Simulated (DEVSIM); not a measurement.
Structure: Ru/La2O3/n-Ge capacitor, at 300 K.

```csv
layer (left to right),material,thickness (nm),Nd (cm⁻³)
1,La2O3,11.0,-
2,Ge,470,1.6e18
```

Metal gate on the left, work function 4.7 eV. Fixed charge at the semiconductor interface 1e12 cm⁻² (in units of +e); no interface traps.

The device is made up for the run: typed textbook-type constants, with dimensions and the other settings drawn at random. Values at 300 K; Nc and Nv go as T^1.5, mobilities as T to minus their exponent, the gap by Varshni's rule with the affinity fixed.

```csv
parameter,La2O3,Ge
gap (eV),5.8,0.664
affinity (eV),1.8,4
permittivity,27,16
Nc (cm⁻³),-,1.04e19
Nv (cm⁻³),-,6e18
Varshni α (eV/K),-,0.000477
Varshni β (K),-,235
```

Simulated with DEVSIM: 1D Poisson equation in equilibrium, Boltzmann statistics, complete ionisation; no quantum confinement or tunnelling. Metal contacts follow the ideal Schottky-Mott rule: no Fermi-level pinning, no interface dipoles.

The temperature was swept, all else fixed.

```tsv
temperature (K)	flat-band voltage (V)	minimum of the low-frequency capacitance (μF/cm²)
250	0.59	0.476
300	0.58	0.499
350	0.56	0.529
400	0.55	0.567
450	0.53	0.608
500	0.51	0.672
```

From the first row to the last the flat-band voltage goes from 0.59 to 0.51. From the first row to the last the minimum of the low-frequency capacitance goes from 0.476 to 0.672.
